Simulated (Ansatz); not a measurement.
MgS in the rock salt structure (space group Fm-3m, No. 225)

Space group Fm-3m (No. 225); a = b = c = 5.1292 Å, α = β = γ = 90.00°

```tsv
atom	site	symmetry	x	y	z
Mg	4a	m-3m	0.0000	0.0000	0.0000
S	4b	m-3m	0.5000	0.5000	0.5000
```
(The calculation used a cell of 2 atoms; values per cell refer to that cell.)

Calculations: Kohn–Sham DFT with the LDA functional, run in Ansatz (a program for electronic structure) with PAW and 420 eV plane waves, no spin-orbit coupling. Settings: 11×11×11 k-points, 0.05 eV Fermi–Dirac smearing.

| Property | Value |
|---|---|
| Volume per atom | 16.87 Å³ |
| Density | 2.77 g/cm³ |
| Band gap | 2.65 eV, indirect, Γ → X |
| Electron mass | 0.53 mₑ along k, 0.28 mₑ across |
| Hole mass (degenerate bands, along [100]) | 0.25, 0.89, 0.89 mₑ |
| Lowest conduction-band minima above the VBM | X along ⟨100⟩ 2.65 eV; Γ 3.83 eV |
| Total energy | -1387.089 eV/atom (σ→0; compares only within this code and set-up) |

Effective masses come from finite differences of ±0.01 Å⁻¹. Along k means along the line from Γ to the band edge. No phonon test of stability was made.
